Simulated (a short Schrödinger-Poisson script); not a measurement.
Structure: MOS inversion layer, SiO2 on p-type GaAs, at 300 K.

```
layer  material  thickness (nm)  Na (cm⁻³)
-----  --------  --------------  ---------
1          SiO2             3.1          -
2          GaAs             500     9.9e17
```

The device is made up for the run: typed textbook-type constants, with dimensions and the other settings drawn at random. SiO2: permittivity 3.9, conduction-band edge (eV) 3.17, gap (eV) 9, electron mass (mₑ) 0.5. GaAs: permittivity 12.9, conduction-band edge (eV) 0, gap (eV) 1.424, Nv at 300 K (cm⁻³) 9e18.

Channel valleys (confinement mass, in-plane density-of-states mass, number): Γ 0.067, 0.067, 1. At the gate the conduction-band edge of layer 1 lies 3.65 eV − eVg above the Fermi level of the channel; the field vanishes at the back. Gaps are held at their typed values at every temperature. Mesh 0.03 nm at interfaces.

From a short Schrödinger-Poisson script (our own, NumPy): 1D Poisson equation in equilibrium, electrons classical, Fermi-Dirac, parabolic valleys, classical holes, full ionisation, no traps, pinning or gate leakage.

The same stack at other levels of the model or other numerical settings:

| run | sheet density of all electrons at Vg = 2.5 V (cm⁻²) | sheet density of all electrons at Vg = 1.3 V (cm⁻²) | capacitance at Vg = 2.5 V (μF/cm²) | centroid of the channel electrons at Vg = 2.5 V (nm) | rough cost against the base |
|---|---|---|---|---|---|
| base | 5.56e12 | 3.14e11 | 0.827 | 1.60 | about 1 |
| electrons treated as classical, Boltzmann | 8.23e12 | 5.70e11 | 1.08 | 0.31 | 0.2 |
| electrons treated as quantum, Hartree | 4.64e12 | 2.66e9 | 0.776 | 2.90 | 3 |
| electrons treated as quantum, Hartree plus LDA exchange-correlation | 4.79e12 | 2.91e9 | 0.783 | 2.87 | 4 |
| mesh six times as coarse | 5.50e12 | 2.98e11 | 0.822 | 1.67 | 0.3 |

The classical rows ignore confinement, and Boltzmann statistics overrate the density once the band edge passes the Fermi level.

Above a few 1e12 electrons/cm² a light Γ valley is non-parabolic and upper valleys begin to fill, which the model leaves out.
